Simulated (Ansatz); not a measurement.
For YGeO (model structure, started from the ZrSiS type, P4/nmm, No. 129, 6 atoms in the cell), PBEsol (Ansatz, a program for electronic structure, plane waves, PAW) gives:

```
Quantity                    Value
-------------------  ------------
lattice parameter a       3.432 Å
c axis length             7.969 Å
bulk modulus B0           116 GPa
cohesive energy      6.12 eV/atom
```

**Question.** What does r²SCAN in Ansatz (PAW) give for the same quantities?

**Answer.** 
- lattice constant a: 3.452 Å (goes up by 0.6 %)
- lattice parameter c: 8.043 Å (goes up by 0.9 %)
- bulk modulus: 116 GPa (stays essentially unchanged)
- cohesive energy: 5.76 eV/atom (decreases by 0.36 eV/atom)

Changes are worked out from the printed values.

Unless a cell is named, each level is at its own relaxed cell (PBEsol 15.64, r²SCAN 15.97 Å³/atom).

Caveats: the bulk modulus is −V dP/dV from two relaxed cells at ±2 % in volume (PBEsol, r²SCAN). Ansatz's density-functional and Hartree–Fock values are scalar-relativistic unless marked +SOC, with PAW data made under PBE.

A model structure was made by putting elements into a prototype or built by hand; it is no filed structure, need not be a known phase, and can be a saddle point held by its symmetry.
